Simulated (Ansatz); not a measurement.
## W₂B₂Si (model structure, started from the Fe2AlB2 type, Cmmm, No. 65, 5 atoms in the cell): bulk modulus B0 by level of theory

No measured value is used here.

```tsv
level (code)	value (GPa)	cell (Å³/atom)
LDA (Ansatz)	305	10.44
PBE (Ansatz)	279	10.87
PBEsol (Ansatz)	295	10.62
r²SCAN (Ansatz)	299	10.66
```

Density-functional levels without +SOC have no spin–orbit coupling. LDA, PBE, PBEsol, r²SCAN: the run has no spin polarisation, so it can have missed a magnetic state. LDA, PBE, PBEsol, r²SCAN: the bulk modulus is −V dP/dV from two relaxed cells at ±2 % in volume. Each level is taken at its own relaxed cell. Cutoffs differ between the levels. Ansatz's density-functional and Hartree–Fock values are scalar-relativistic unless marked +SOC, with PAW data made under PBE.

A model structure was made by putting elements into a prototype or built by hand; it is no filed structure, need not be a known phase, and can be a saddle point held by its symmetry.

Ansatz is an electronic-structure program.
